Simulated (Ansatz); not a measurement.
System: O-vacancy pair (O on one host N site, one N site vacant) in wurtzite GaN (charge state +2). Method: PBE, PAW (plane waves to 420 eV; Ansatz, a first-principles code).

72-site cell at the relaxed PBE lattice, one k-point at (0.125, 0.250, 0.250), smearing 0.01 eV, spin-restricted, no finite-size correction. Static, classical nuclei. The charge state is imposed; whether it is stable for some Fermi level was not computed. Forms of the defect that were not tried may lie lower. The start lies 0.063 eV above the lowest site run (PBE).

Barriers: single points on a 2×2×2 k-point mesh shifted by half a step along c at the bands' geometries.

Relaxed starting cell (atoms counted from 1):

```
Ga36N34O
1.0
    9.65543     0.00000     0.00000
   -4.82771     8.36185     0.00000
    0.00000     0.00000    10.48619
Ga O N
36 1 34
Direct
  0.21520   0.11731   0.23751
  0.22284   0.10946   0.74816
  0.22778   0.45276   0.25213
  0.22338   0.44543   0.74900
  0.22347   0.77982   0.24968
  0.22288   0.77710   0.75039
  0.55329   0.10932   0.24965
  0.55566   0.10983   0.75030
  0.55661   0.44527   0.24966
  0.55619   0.44465   0.75030
  0.55496   0.77826   0.25022
  0.55535   0.77740   0.75036
  0.88251   0.10610   0.25147
  0.88696   0.10901   0.74862
  0.88880   0.44438   0.25051
  0.88883   0.44375   0.74994
  0.88767   0.77624   0.24952
  0.88795   0.77638   0.75021
  0.10708   0.22625   0.50315
  0.11130   0.22169   0.98556
  0.11010   0.55603   0.50059
  0.11021   0.55590   0.99935
  0.10601   0.87952   0.50175
  0.10971   0.88698   0.99927
  0.45385   0.22737   0.50193
  0.44639   0.22379   0.99901
  0.44647   0.55712   0.50128
  0.44624   0.55664   0.99937
  0.44470   0.88879   0.50126
  0.44448   0.88925   0.99942
  0.77755   0.22320   0.50028
  0.77785   0.22336   0.99910
  0.77799   0.55542   0.50052
  0.77807   0.55543   0.99938
  0.77648   0.88705   0.50095
  0.77690   0.88724   0.99945
  0.22117   0.11159   0.43787
  0.22285   0.11037   0.93837
  0.22271   0.44326   0.43792
  0.22260   0.44465   0.93991
  0.22272   0.77895   0.43761
  0.22194   0.77776   0.93867
  0.55448   0.11059   0.43756
  0.55584   0.11169   0.93859
  0.55478   0.44445   0.43777
  0.55573   0.44471   0.93821
  0.55537   0.77802   0.43804
  0.55540   0.77810   0.93849
  0.89022   0.11053   0.43768
  0.88862   0.11059   0.93925
  0.88897   0.44448   0.43821
  0.88911   0.44443   0.93810
  0.88890   0.77846   0.43763
  0.88876   0.77766   0.93815
  0.11148   0.22117   0.68852
  0.11094   0.55384   0.18815
  0.11143   0.55489   0.68821
  0.11050   0.89128   0.18927
  0.11114   0.88846   0.68717
  0.44145   0.22232   0.18916
  0.44397   0.22137   0.68739
  0.44456   0.55497   0.18770
  0.44455   0.55506   0.68867
  0.44414   0.88870   0.18789
  0.44434   0.88825   0.68862
  0.77961   0.22205   0.18815
  0.77780   0.22127   0.68795
  0.77792   0.55474   0.18804
  0.77778   0.55464   0.68802
  0.77792   0.88829   0.18789
  0.77751   0.88782   0.68828
```
Cell charge +2.

End state 1 differs by these moves (Å; atoms that move under 0.08 Å are left out):

```
atom  element     Δx     Δy     Δz
----  -------  -----  -----  -----
1          Ga   0.15  -0.09   0.25
37          O  -1.60   0.92  -2.61
```

Question: What is the computed forward and backward barriers to end state 1 (PBE, PAW)?

Answer: forward 3.15 eV, backward 3.12 eV; at the saddle point atom 37 has neighbours Ga at 1.89, Ga at 2.09, 2 Ga at 2.11 Å. The saddle point's order was not checked, and it lies on a symmetry element of the cell, where a band can be held.

End state 2 differs by these moves (Å; atoms that move under 0.08 Å are left out):

```
atom  element     Δx     Δy     Δz
----  -------  -----  -----  -----
1          Ga   0.11  -0.07   0.04
3          Ga  -0.01  -0.08  -0.15
19         Ga  -0.02   0.11  -0.04
20         Ga  -0.01   0.00   0.12
39          N  -0.01  -1.87  -2.60
```

Question: Estimate the forward and backward barriers to end state 2 that PBE, PAW returns for this input.

Answer: forward 3.50 eV, backward 3.47 eV; at the saddle point atom 39 has neighbours Ga at 1.83, Ga at 1.89, Ga at 2.14 Å. The saddle point's order was not checked.

End state 3 differs by these moves (Å; atoms that move under 0.08 Å are left out):

```csv
atom,element,Δx,Δy,Δz
1,Ga,0.10,-0.05,0.04
20,Ga,-0.01,0.00,0.14
56,N,1.59,-2.76,0.01
```

Question: Give the forward and backward barriers to end state 3 at the level PBE, PAW.

Answer: forward 3.48 eV, backward 3.55 eV; at the saddle point atom 56 has neighbours Ga at 1.85, Ga at 2.13, Ga at 2.18, Ga at 2.38 Å. The saddle point's order was not checked.
